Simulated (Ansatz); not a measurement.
Alloy series in YRu3Si2

Start from YRu3Si2 (space group P6/mmm, No. 191; a cell from a computed database, its experimental status unchecked).

```xyz
6
Lattice="5.4923 0.0000 0.0000 -2.7462 4.7565 0.0000 0.0000 0.0000 3.6102" Properties=species:S:1:pos:R:3 pbc="T T T"
Y      0.0000     0.0000     0.0000
Si     2.7462     1.5855     0.0000
Si     0.0000     3.1710     0.0000
Ru     1.3731     2.3782     1.8051
Ru    -1.3731     2.3782     1.8051
Ru     2.7462     0.0000     1.8051
```

The other end (x = 1) is YAl₂Ru₃ (space group P6/mmm, No. 191; a hypothetical phase, not in the database extracts checked): 16.57 Å³/atom, gap zero; this end may not be an ambient phase.

Al replaces a fraction x of Si; each row is one arrangement (x, atoms in the cell, starting space group or random), fully relaxed.

Calculations: PBEsol/PAW in Ansatz (a program for electronic structure), no spin-orbit coupling.

```json
[
 {"Al fraction x": "0", "volume per atom (Å³/atom)": "15.719"},
 {"Al fraction x": "0.25 (Pmm2, 12 atoms)", "volume per atom (Å³/atom)": "?"},
 {"Al fraction x": "0.5 (Immm, 12 atoms)", "volume per atom (Å³/atom)": "16.115"},
 {"Al fraction x": "0.5 (P-6m2, 6 atoms)", "volume per atom (Å³/atom)": "16.142"},
 {"Al fraction x": "1", "volume per atom (Å³/atom)": "16.572"}
]
```

**Question.** Fit V(x) = (1 − x) V(0) + x V(1) − b x(1 − x) with the ends held (b = 0 is Vegard's rule) to the rows shown and predict the withheld row.

**Answer.** Least squares on the printed values gives b = 0.07 Å³/atom, against 15.932 Å³/atom from the straight line alone (largest residual 0.014 Å³/atom); this predicts 15.919 Å³/atom, and the run gives 15.946 Å³/atom, 0.026 higher.

Each cell is one ordered arrangement of few atoms, which overstates ordering effects compared with a random alloy. No phonon test of stability was made. The final runs are not spin-polarised. An odd electron count without spin: Y2AlRu6Si3, YRu3Si2 and YAl2Ru3. YAl2Ru3 has a high density of states at the Fermi level and may be magnetic at this level.
